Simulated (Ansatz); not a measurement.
1T (CdI2-type) MnI₂ was calculated with LDA (Ansatz, a program for electronic structure, plane waves, PAW).

Numerical settings: plane-wave cutoff 500 eV, 12×12×6 k mesh (along the axes of the cell as run), Fermi–Dirac smearing 0.05 eV, spin-polarised with parallel moments, scalar-relativistic PAW data made under PBE.

Cell (relaxed at this level):

Space group P-3m1 (No. 164); a = 4.000 Å, b = 4.000 Å, c = 6.610 Å, α = 90.00°, β = 90.00°, γ = 120.00°

```tsv
atom	site	symmetry	x	y	z
Mn	1a	-3m.	0.0000	0.0000	0.0000
I	2d	3m.	0.3333	0.6667	0.2455
```

Problem. Estimate the band gap that the calculation returns.

Solution. 
* **band gap**: 0.41 eV (on the SCF k mesh)

Note: the magnetic order was assumed, not searched for or taken from measurement; the volume lies 10 % below that of the published cell.

Spin–orbit coupling is not included; with these elements it can move the gap by several tenths of an eV or more.

Static lattice: no zero-point or thermal effects.
